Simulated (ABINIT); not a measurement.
Input and output of a self-consistent single point for Nb3Sb (Pm-3n, 8 atoms in the cell) (ABINIT).

Level of theory: PBEsol, PAW (JTH v2.0 PBE PAW, files made for PBE) (plane waves; ABINIT).

```
Nb3Sb
1.0
    5.30247     0.00000     0.00000
    0.00000     5.30247     0.00000
    0.00000     0.00000     5.30247
Nb Sb
6 2
Direct
  0.25000   0.00000   0.50000
  0.75000   0.00000   0.50000
  0.50000   0.75000   0.00000
  0.50000   0.25000   0.00000
  0.00000   0.50000   0.75000
  0.00000   0.50000   0.25000
  0.00000   0.00000   0.00000
  0.50000   0.50000   0.50000
```

Reference input (self-consistent single point, DFT, LDA (PW92), plane waves, PAW (JTH v2.0 LDA PAW)): pseudos = [Nb.LDA_PW-JTH.xml, Sb.LDA_PW-JTH.xml]; ecut = 20 Ha; pawecutdg = 40 Ha; pawxcdev = 0; occopt = 3; tsmear = 0.00367493 Ha; ngkpt = 5 5 5; nshiftk = 1; shiftk = 0 0 0; potentials = JTH v2.0 LDA PAW; nband = 67; kptopt = 1. This run's input differs from it in these lines:

```diff
@@ -1,4 +1,4 @@
-# Nb3Sb, JTH v2.0 LDA PAW
+# Nb3Sb, JTH v2.0 PBE PAW
 pp_dirpath "./"
-pseudos "Nb.LDA_PW-JTH.xml, Sb.LDA_PW-JTH.xml"
+pseudos "Nb.GGA_PBE-JTH.xml, Sb.GGA_PBE-JTH.xml"
 acell 3*1.0 Angstrom
@@ -24,2 +24,3 @@
 pawxcdev 0
+ixc -116133
 occopt 3
```

Its files differ too (potentials: JTH v2.0 LDA PAW → JTH v2.0 PBE PAW).

The program printed (abridged):

```
--- !BeginCycle
solver: {iscf: 17, nstep: 60, nline: 4, wfoptalg: 10, }
tolerances: {tolvrs: 1.00E-12, }
...

     iter   Etot(hartree)      deltaE(h)  residm     nres2
 ETOT  1  -504.49469990972    -5.045E+02 3.713E+00 2.739E+01
 ETOT  2  -510.49737922568    -6.003E+00 3.458E-02 8.162E+00
 ETOT  3  -510.48997062413     7.409E-03 3.257E-02 2.720E+00
 ETOT  4  -510.48661769277     3.353E-03 4.072E-03 3.761E-02
 ETOT  5  -510.48654136871     7.632E-05 2.222E-03 5.938E-03
   [... 6 lines left out ...]
 ETOT 12  -510.48654992776     1.415E-11 3.124E-04 1.960E-10
 ETOT 13  -510.48654992776    -5.286E-12 3.065E-04 2.964E-11
 ETOT 14  -510.48654992776     3.126E-12 2.029E-04 1.623E-12
 ETOT 15  -510.48654992776    -1.137E-12 1.939E-04 4.923E-13
 At SCF step   15       nres2   =  4.92E-13 < tolvrs=  1.00E-12 =>converged.

 Cartesian components of stress tensor (hartree/bohr^3)
  sigma(1 1)=  2.26185415E-04  sigma(3 2)=  0.00000000E+00
  sigma(2 2)=  2.26185415E-04  sigma(3 1)=  0.00000000E+00
  sigma(3 3)=  2.26185415E-04  sigma(2 1)=  0.00000000E+00

 ----iterations are completed or convergence reached----

 reduced coordinates (array xred) for    8 atoms
       0.249999998906     -0.000000001094      0.499999998906
       0.749999998906     -0.000000001094      0.499999998906
       0.499999998906      0.749999998906     -0.000000001094
       0.499999998906      0.249999998906     -0.000000001094
      -0.000000001094      0.499999998906      0.749999998906
      -0.000000001094      0.499999998906      0.249999998906
   [... lines left out ...]
 Fermi (or HOMO) energy (hartree) =   0.49111   Average Vxc (hartree)=  -0.44655
 Fermi (or HOMO) energy (eV) =  13.36376   Average Vxc (eV)= -12.15137
   [... lines left out ...]
'-kT*entropy'       : -5.55945468450054E-03
total_energy        : -5.10486549730515E+02
total_energy_eV     : -1.38910454600840E+04
...

-Cartesian components of stress tensor (GPa)         [Pressure= -6.6546E+00 GPa]
- sigma(1 1)=  6.65460354E+00  sigma(3 2)=  0.00000000E+00
- sigma(2 2)=  6.65460354E+00  sigma(3 1)=  0.00000000E+00
- sigma(3 3)=  6.65460354E+00  sigma(2 1)=  0.00000000E+00

 Calculation completed.
```

The run converged in 15 iterations. Against the reference run the pressure goes from -10.20 to -6.65 GPa.

The starting cell comes from a database of computed structures (which also holds hypothetical and non-ambient phases and stackings), without a prior relaxation at this level. Its lattice was rescaled by a random factor within 2.5 % of one. Spin polarisation is off. The potentials were made for another functional than the one used. With a pressure of about -7 GPa the cell is away from its equilibrium volume at this level.

Cost on one core of a shared machine: roughly 10 min.
